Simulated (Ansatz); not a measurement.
Take KTaO3 in the cubic perovskite structure (space group Pm-3m, No. 221) as the base.

```yaml
crystal:
  lattice:
    - [3.98530, 0.00000, 0.00000]
    - [0.00000, 3.98530, 0.00000]
    - [0.00000, 0.00000, 3.98530]
  atoms:
    - { symbol: K, position: [0.00000, 0.00000, 0.00000] }
    - { symbol: Ta, position: [0.50000, 0.50000, 0.50000] }
    - { symbol: O, position: [0.50000, 0.00000, 0.50000] }
    - { symbol: O, position: [0.00000, 0.50000, 0.50000] }
    - { symbol: O, position: [0.50000, 0.50000, 0.00000] }
```

Computed with Ansatz (a first-principles code), PBEsol, PAW, cutoff 420 eV, without spin-orbit coupling.

For the base:

```
Item        Result
--------  --------
Pressure  0.00 GPa
```

Modification: the cell is scaled by 0.9820 in all directions, atoms relaxed at fixed cell.

Q: What does the calculation give for the energy relative to the base and pressure after the change?

A: The energy goes up by 25 meV/atom; the pressure goes from zero to 12.48 GPa.

The cells carry an imposed strain or load. No phonon test of stability was made.
